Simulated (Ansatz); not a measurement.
Rh, response to strain

Take Rh in the fcc (Cu type) structure (space group Fm-3m, No. 225; a = 3.802 Å; relaxed with 0.1 eV smearing) as the base. Axes: x, y, z lie along the cube axes.

Strains are applied to the cell and any free atomic positions relax; under biaxial strain the out-of-plane vector relaxes too.

The values are results of r2SCAN in Ansatz (plane waves to 500 eV, PAW, no spin-orbit coupling), earlier PAW set, not measurements.

Candidates:
(a) biaxial strain +0.38 %, plane normal [110], relaxed out of plane
(b) isotropic strain −3.78 %
(c) biaxial strain −4.16 %, plane normal [111], relaxed out of plane
(d) strain tensor (xx, yy, zz, yz, xz, xy) = (−1.90, +1.29, −0.63, −1.44, −0.35, −1.73) %
(e) biaxial strain +1.29 %, plane normal [001], relaxed out of plane

Notes on the quantities. energy relative to the base: free energy F.

### Question
Order them by energy relative to the base, lowest first.

### Answer
(a) biaxial strain +0.38 %, plane normal [110], relaxed out of plane (+0.7 meV/atom), (e) biaxial strain +1.29 %, plane normal [001], relaxed out of plane (+6.3 meV/atom), (d) strain tensor (xx, yy, zz, yz, xz, xy) = (−1.90, +1.29, −0.63, −1.44, −0.35, −1.73) % (+25 meV/atom), (c) biaxial strain −4.16 %, plane normal [111], relaxed out of plane (+106 meV/atom), (b) isotropic strain −3.78 % (+181 meV/atom)

A biaxial case was relaxed in a doubled cell and then solved in the primitive one. Stability against distortions was not tested. All final runs are without spin polarisation.

Ansatz is an electronic-structure program.
